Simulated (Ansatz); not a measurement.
PBE against PBEsol: hypothetical fluorite YbSi2, Si → C

Take YbSi2 in the fluorite structure (space group Fm-3m, No. 225; a = 6.457 Å; a hypothetical phase, not in the database extracts checked) as the base.

(Cell as relaxed with PBE.)

Levels (all Ansatz, a program for electronic structure, PAW, earlier PAW set): PBE (420 eV, scalar-relativistic without spin-orbit coupling); PBEsol (420 eV, no spin-orbit coupling).

Each level relaxes its own structure.

| base | PBE | PBEsol |
|---|---|---|
| volume per atom | 22.44 Å³ | 21.27 Å³ |
| lattice parameter a | 6.457 Å | 6.343 Å |
| band gap | zero | zero |

Modification: full substitution Si → C; the structure is relaxed again.

```csv
quantity,PBE,PBEsol
shortest interatomic distance,2.350 Å,(withheld)
band gap,zero,(withheld)
```

### Question
Predict the PBEsol column.

### Answer

- shortest interatomic distance, PBEsol: 2.311 Å
- band gap, PBEsol: zero

PBE's shortest interatomic distance lies 0.039 Å above PBEsol's (1.7 %); the two agree on the band gap. Neither level is exact; PBEsol is the comparison here, not a measurement.

The state of the 4f shell was not checked for lower solutions. Whether these cells are dynamically stable was not tested. As relaxed here, YbC2 is a hypothetical phase, not in the database extracts checked. Starting moments died away, wholly or in part, for Si → C and the base; another magnetic solution may exist. All final runs are without spin polarisation.
